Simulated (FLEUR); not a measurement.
## Input and output of a self-consistent single point for La₃SnC (Pm-3m, 5 atoms in the cell) (FLEUR)

Computed with PBEsol, all-electron FLAPW (FLEUR), scalar-relativistic valence.

Input:

Input of the input generator:

```
scf La3SnC
&input film=f /
1.0000000000 0.0000000000 0.0000000000
0.0000000000 1.0000000000 0.0000000000
0.0000000000 0.0000000000 1.0000000000
9.6528419871
1.0 1.0 1.0

5
57 0.5000000000 0.0000000000 0.0000000000
57 0.0000000000 0.5000000000 0.0000000000
57 0.0000000000 0.0000000000 0.5000000000
50 0.5000000000 0.5000000000 0.5000000000
6 0.0000000000 0.0000000000 0.0000000000

&comp jspins=1 /
&exco xctyp='PBEs' /
&kpt div1=7 div2=7 div3=7 /
&end /
```

```xml
<?xml version="1.0" encoding="UTF-8" standalone="no"?>
<fleurInput fleurInputVersion="0.39">
   <comment>
      scf La3SnC                                                                                          
   </comment>
   <calculationSetup>
      <cutoffs Kmax="3.8" Gmax="11.4" GmaxXC="11.4" numbands="0"/>
      <scfLoop itmax="80" minDistance="0.00001" maxIterBroyd="15" imix="Anderson" alpha="0.05" precondParam="0.0" spinf="2.0"/>
      <coreElectrons ctail="T" frcor="F" kcrel="0" coretail_lmax="0"/>
      <xcFunctional name="PBEs" relativisticCorrections="F"/>
      <magnetism jspins="1"/>
      <soc l_soc="F" theta="0.0" phi="0.0" spav="F"/>
      <expertModes spex="0" secvar="F"/>
      <geometryOptimization l_f="T" forcealpha="1.0" forcemix="BFGS" epsdisp="0.00001" epsforce="0.00001"/>
      <ldaU l_linMix="F" mixParam="0.05" spinf="1.0"/>
   </calculationSetup>
   <cell>
      <bzIntegration valenceElectrons="51.0" mode="gauss" fermiSmearingEnergy="0.00999582">
         <kPointListSelection listName="default-1"/>
         <!-- k-points included here -->
         <xi:include xmlns:xi="http://www.w3.org/2001/XInclude" href="kpts.xml"> </xi:include>
      </bzIntegration>
      <!-- symmetry operations included here -->
      <xi:include xmlns:xi="http://www.w3.org/2001/XInclude" href="sym.xml"> </xi:include>
      <bulkLattice scale="1.0">
         <bravaisMatrix>
            <row-1>    9.6528419871000004     0.0000000000000000     0.0000000000000000</row-1>
            <row-2>    0.0000000000000000     9.6528419871000004     0.0000000000000000</row-2>
            <row-3>    0.0000000000000000     0.0000000000000000     9.6528419871000004</row-3>
         </bravaisMatrix>
      </bulkLattice>
   </cell>
   <atomSpecies>
      <species name="Lanthanum (La)" element="La" atomicNumber="57">
         <mtSphere radius="2.68" gridPoints="925" logIncrement="0.014"/>
         <atomicCutoffs lmax="10" lnonsphr="8"/>
         <electronConfig flipSpins="F">
            <coreConfig>(1s1/2) (2s1/2) (2p1/2) (2p3/2) (3s1/2) (3p1/2) (3p3/2) (4s1/2) (3d3/2) (3d5/2) (4p1/2) (4p3/2) (4d3/2) (4d5/2)</coreConfig>
            <valenceConfig>(5s1/2) (5p1/2) (5p3/2) (6s1/2) (5d3/2) (5d5/2)</valenceConfig>
            <stateOccupation state="(5d3/2)" spinUp="0.2" spinDown="0.2"/>
            <stateOccupation state="(5d5/2)" spinUp="0.3" spinDown="0.3"/>
         </electronConfig>
         <energyParameters s="6" p="6" d="5" f="4"/>
         <lo type="SCLO" l="0" n="5" eDeriv="0"/>
         <lo type="SCLO" l="1" n="5" eDeriv="0"/>
      </species>
      <species name="Tin (Sn)" element="Sn" atomicNumber="50">
         <mtSphere radius="2.68" gridPoints="925" logIncrement="0.014"/>
         <atomicCutoffs lmax="10" lnonsphr="8"/>
         <electronConfig flipSpins="F">
            <coreConfig>(1s1/2) (2s1/2) (2p1/2) (2p3/2) (3s1/2) (3p1/2) (3p3/2) (4s1/2) (3d3/2) (3d5/2) (4p1/2) (4p3/2)</coreConfig>
            <valenceConfig>(5s1/2) (4d3/2) (4d5/2) (5p1/2) (5p3/2)</valenceConfig>
            <stateOccupation state="(5p1/2)" spinUp="0.3333333333333" spinDown="0.3333333333333"/>
            <stateOccupation state="(5p3/2)" spinUp="0.6666666666667" spinDown="0.6666666666667"/>
         </electronConfig>
         <energyParameters s="5" p="5" d="5" f="4"/>
         <lo type="SCLO" l="2" n="4" eDeriv="0"/>
      </species>
      <species name="Carbon (C)" element="C" atomicNumber="6">
         <mtSphere radius="1.63" gridPoints="563" logIncrement="0.018"/>
         <atomicCutoffs lmax="6" lnonsphr="4"/>
         <electronConfig flipSpins="F">
            <coreConfig>(1s1/2)</coreConfig>
            <valenceConfig>(2s1/2) (2p1/2) (2p3/2)</valenceConfig>
            <stateOccupation state="(2p1/2)" spinUp="0.3333333333333" spinDown="0.3333333333333"/>
            <stateOccupation state="(2p3/2)" spinUp="0.6666666666667" spinDown="0.6666666666667"/>
         </electronConfig>
         <energyParameters s="2" p="2" d="3" f="4"/>
      </species>
   </atomSpecies>
   <atomGroups>
      <atomGroup species="Lanthanum (La)">
         <relPos label="                   1">1.000/2.000 .0000000000 .0000000000</relPos>
         <relPos label="                   2">.0000000000 1.000/2.000 .0000000000</relPos>
         <relPos label="                   3">.0000000000 .0000000000 1.000/2.000</relPos>
         <force calculate="T" relaxXYZ="TTT"/>
      </atomGroup>
      <atomGroup species="Tin (Sn)">
         <relPos label="                   4">1.000/2.000 1.000/2.000 1.000/2.000</relPos>
         <force calculate="T" relaxXYZ="TTT"/>
      </atomGroup>
      <atomGroup species="Carbon (C)">
         <relPos label="                   5">.0000000000 .0000000000 .0000000000</relPos>
         <force calculate="T" relaxXYZ="TTT"/>
      </atomGroup>
   </atomGroups>
   <output dos="F" band="F" slice="F">
      <checks vchk="F" cdinf="F"/>
      <bandDOS minEnergy="-.5*Htr" maxEnergy="0.5*Htr" sigma="0.015" storeEVData="T"/>
      <vacuumDOS vacdos="F" integ="F" star="F" nstars="0" locx1="0.0" locy1="0.0" locx2="0.0" locy2="0.0" nstm="0" tworkf="0.0"/>
      <unfoldingBand unfoldBand="F" supercellX="1" supercellY="1" supercellZ="1"/>
      <plotting iplot="0" polar="F">
         <plot TwoD="T" vec1="  1.0  0.0  0.0" vec2="  0.0  1.0  0.0" vec3="  0.0  0.0  1.0" zero="  0.0  0.0  0.0" file="plot"/>
      </plotting>
      <chargeDensitySlicing numkpt="0" minEigenval="0.0" maxEigenval="0.0" nnne="0" pallst="F"/>
      <specialOutput eonly="F"/>
      <magneticCircularDichroism mcd="F" energyLo="-10.0" energyUp="0.0"/>
   </output>
  <!-- We include the file relax.xml here to enable relaxations (see documentation) -->
  <xi:include xmlns:xi="http://www.w3.org/2001/XInclude" href="relax.xml"> <xi:fallback/> </xi:include>
</fleurInput>
```

Output (repeated stretches shortened):

```
      Welcome to FLEUR        (www.flapw.de)
      MaX-Release 8.1          (www.max-centre.eu)

 ========== k-point set info ==========
 Selected k-point list: default-1
 k-point list type: mesh
 7 x 7 x 7
 Number of k points: 20

 ------------Calculation Setup---------------------------
           1           2           4           5          10          20
 Number of basis functions:          908
 Iteration:     1   Distance:      12.40023631 me/bohr^3
 Iteration:     2   Distance:      10.15801489 me/bohr^3
 Iteration:     3   Distance:       4.44517912 me/bohr^3
 Iteration:     4   Distance:       4.60694658 me/bohr^3
 Iteration:     5   Distance:       1.44224908 me/bohr^3
 Iteration:     6   Distance:       1.09442348 me/bohr^3
   [... 10 lines left out ...]
 Iteration:    17   Distance:       0.00028881 me/bohr^3
 Iteration:    18   Distance:       0.00017831 me/bohr^3
 Iteration:    19   Distance:       0.00006972 me/bohr^3
 Iteration:    20   Distance:       0.00001166 me/bohr^3
 Iteration:    21   Distance:       0.00000921 me/bohr^3
 Run finished successfully
 Stop message:
   Structural relaxation: Done

[file out, last iteration]
             iter=     22
          p o t e n t i a l   g e n e r a t o r
[...]
          integral of pseudo charge density inside the slab=        0.000000   0.000000
     coulomb potential in the interstitial region:
          density-coulomb potential integrals
          total density-coulomb potenti   -52243.0748575537
          density-effective potential integrals for spin  1
          total density-effective poten   -5.3256439206E+04
          charge density-energy density integrals
          total charge density-energy d   -7.7050270245E+02
 Updated energy parameters for spin:           1
  Atom    1 6s branch from -0.68 to  2.94 htr. ; e_l =  0.2850
  Atom    1 6p branch from  0.06 to  3.68 htr. ; e_l =  0.3922
  Atom    1 5d branch from -3.17 to  1.21 htr. ; e_l =  0.3699
  Atom    1 4f branch from -9.99 to  0.53 htr. ; e_l =  0.4611
  Atom    1 5s branch from -9.12 to -0.68 htr. ; e_l(l -0.8115
  Atom    1 5p branch from -6.69 to  0.06 htr. ; e_l(l -0.2260
  Atom    2 5s branch from -4.34 to  0.78 htr. ; e_l =  0.1245
  Atom    2 5p branch from -2.72 to  1.38 htr. ; e_l =  0.3436
  Atom    2 5d branch from -0.35 to  2.47 htr. ; e_l =  0.5504
  Atom    2 4f branch from -9.99 to  1.92 htr. ; e_l =  0.6974
  Atom    2 4d branch from-16.81 to -0.35 htr. ; e_l(l -0.3783
  Atom    3 2s branch from -9.31 to  1.45 htr. ; e_l = -0.0413
  Atom    3 2p branch from -9.99 to  1.50 htr. ; e_l =  0.1978
  Atom    3 3d branch from -9.99 to  4.81 htr. ; e_l =  0.4352
  Atom    3 4f branch from -9.99 to  8.06 htr. ; e_l =  0.5958
[...]
 fermi energy and band-weighting factors:
at   0.42857   0.42857   0.42857   k-weight:    0.023324
   39 eigenvalues :
   -0.810226   -0.809631   -0.809631   -0.380612   -0.380609   -0.380609   -0.380209   -0.380209
   -0.273179   -0.237623   -0.237229   -0.237229   -0.197110   -0.197110   -0.196420   -0.191988
   -0.191988    0.120596    0.124651    0.258503    0.258503    0.259489    0.335827    0.348219
   [... lines left out ...]
          first approx. to ef    (T=0)  :   0.373976 htr   (energy of the highest occ. eigenvalue)
          total moment                 =     0.00000
 Direct bandgap for spin            1 :    4.8589089712021694E-003  Htr
   [... lines left out ...]
     t o t a l  e n e r g y
          sum of eigenvalues =            -19445.6644073336
          density-coulomb potential int   -52243.0748575537
          density-effective potential i   -53256.4392061496
          charge density-ex.-corr.energ     -770.5027024517
          el.-nucl. inter. diff. m.t.      30955.0822657911
          Madelung term for atom type:      -103.4650096212
          el.-nucl. inter. diff. m.t.       7487.3438758203
          Madelung term for atom type:       -24.5635374306
          el.-nucl. inter. diff. m.t.         42.5865995218
          Madelung term for atom type:        -3.3124878615
 ---->    total energy=                   -31697.6191084590 htr
 ---->    (input%tkb*entropy) TS=              0.0000000000 htr
 ---->    free energy=                    -31697.6191084590 htr
      extrapolation for T->0
 ---->    total electron energy=          -31697.6191084590 htr
 ***** TOTAL FORCES ON ATOMS *****
 TOTAL FORCE FOR ATOM TYPE=  1  X=  4.826   Y=  0.000   Z=  0.000
                       FX_TOT= 0.000000 FY_TOT= 0.000000 FZ_TOT= 0.000000
 TOTAL FORCE FOR ATOM TYPE=  2  X=  4.826   Y=  4.826   Z=  4.826
                       FX_TOT= 0.000000 FY_TOT= 0.000000 FZ_TOT= 0.000000
 TOTAL FORCE FOR ATOM TYPE=  3  X=  0.000   Y=  0.000   Z=  0.000
                       FX_TOT= 0.000000 FY_TOT= 0.000000 FZ_TOT= 0.000000
 Structural relaxation: Done
```

The run converged in 21 iterations. FLEUR gives forces in its relaxation mode, with a further iteration, so its stop message speaks of a relaxation.

The starting cell comes from a database of computed structures (which also holds hypothetical and non-ambient phases and stackings), without a prior relaxation at this level. Its lattice was rescaled by a random factor within 2.5 % of one. Values depend on the basis (sphere radii, cutoffs, local orbitals), which need not be converged. The log's line on a gap gives a spacing of levels on this mesh, which the program prints for metals too.

Cost on one core of a shared machine: roughly 2 min.
